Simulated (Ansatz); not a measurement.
Consider a periodic stack without vacuum, rock-salt TaN (1 1 1) on wurtzite GaN (1 0 0) (film strained to the substrate, faces as cut): substrate slab Ga10N10, film N8Ta8, surface cells [[0, 1], [-1, 0]] and [[-1, 2], [-1, 0]], film strained by -3.1 and +3.0 %, faces GaN/GaN and N/Ta as cut (like faces can put a slab off its formula). Its start:

```yaml
crystal:
  lattice:
    - [5.24313, 0.00003, -0.03240]
    - [0.00050, 3.21889, 0.01984]
    - [0.27277, -0.11097, 24.92538]
  atoms:
    - { symbol: Ga, position: [0.43673, 0.33930, 0.08187] }
    - { symbol: Ga, position: [0.91664, 0.83801, 0.04025] }
    - { symbol: N, position: [0.81187, 0.33811, 0.08261] }
    - { symbol: N, position: [0.31363, 0.83974, 0.04492] }
    - { symbol: Ga, position: [0.43437, 0.83638, 0.19422] }
    - { symbol: Ga, position: [0.93534, 0.33678, 0.15687] }
    - { symbol: N, position: [0.81081, 0.83717, 0.19452] }
    - { symbol: N, position: [0.31149, 0.33626, 0.15683] }
    - { symbol: Ga, position: [0.43044, 0.33584, 0.30636] }
    - { symbol: Ga, position: [0.93137, 0.83639, 0.26926] }
    - { symbol: N, position: [0.80740, 0.33651, 0.30686] }
    - { symbol: N, position: [0.30819, 0.83596, 0.26910] }
    - { symbol: Ga, position: [0.42808, 0.83566, 0.41799] }
    - { symbol: Ga, position: [0.92744, 0.33603, 0.38159] }
    - { symbol: N, position: [0.80423, 0.83522, 0.41903] }
    - { symbol: N, position: [0.30449, 0.33640, 0.38120] }
    - { symbol: Ga, position: [0.42450, 0.33463, 0.52777] }
    - { symbol: Ga, position: [0.92414, 0.83499, 0.49367] }
    - { symbol: N, position: [0.79822, 0.33333, 0.52886] }
    - { symbol: N, position: [0.29880, 0.83518, 0.49270] }
    - { symbol: N, position: [0.45138, 0.33099, 0.60631] }
    - { symbol: N, position: [0.01214, 0.83410, 0.60048] }
    - { symbol: N, position: [0.09165, 0.32951, 0.69445] }
    - { symbol: N, position: [0.64680, 0.83949, 0.70194] }
    - { symbol: N, position: [0.79512, 0.32628, 0.80032] }
    - { symbol: N, position: [0.32436, 0.84531, 0.80485] }
    - { symbol: N, position: [0.47204, 0.33032, 0.90204] }
    - { symbol: N, position: [0.02619, 0.84580, 0.90562] }
    - { symbol: Ta, position: [0.31228, 0.83126, 0.65730] }
    - { symbol: Ta, position: [0.82267, 0.32998, 0.61164] }
    - { symbol: Ta, position: [0.97849, 0.82499, 0.74790] }
    - { symbol: Ta, position: [0.44885, 0.33790, 0.74797] }
    - { symbol: Ta, position: [0.66806, 0.82614, 0.85652] }
    - { symbol: Ta, position: [0.14152, 0.35203, 0.85112] }
    - { symbol: Ta, position: [0.33752, 0.83490, 0.96348] }
    - { symbol: Ta, position: [0.83593, 0.33974, 0.94432] }
```

The start was prepared with a machine-learned potential, and the result is one local minimum, with the in-plane cell held and forces under 0.04 eV/Å; the film can end far from its bulk form.

The numbers are results of PBE (plane waves to 420 eV, PAW; Ansatz, a quantum-chemistry and plane-wave program), not measurements. Scalar-relativistic, without spin–orbit coupling; the runs are not spin-polarised; PBE gaps are too small against experiment. Its k-point mesh 6×10×1, Fermi–Dirac width 0.05 eV.

Q: Predict the relaxed interface.

A: The interface area is 16.9 Å² and the period comes out as 25.05 Å. The gaps between the outermost planes at the two interfaces is 1.85 and 1.90 Å and the Ga–Ta contacts across the interfaces within 1.22 times the sum of covalent radii is 8, mean 3.15 Å. The N–Ta contacts across the interfaces within 1.22 times the sum of covalent radii comes out as 2, mean 2.05 Å, the Ga–N contacts across the interfaces within 1.22 times the sum of covalent radii comes out as 1, mean 2.00 Å and the estimate of the barrier is withheld, since the two interfaces are unlike. The slope of the mean potential energy in the substrate comes out as -7.5 MV/cm × e.
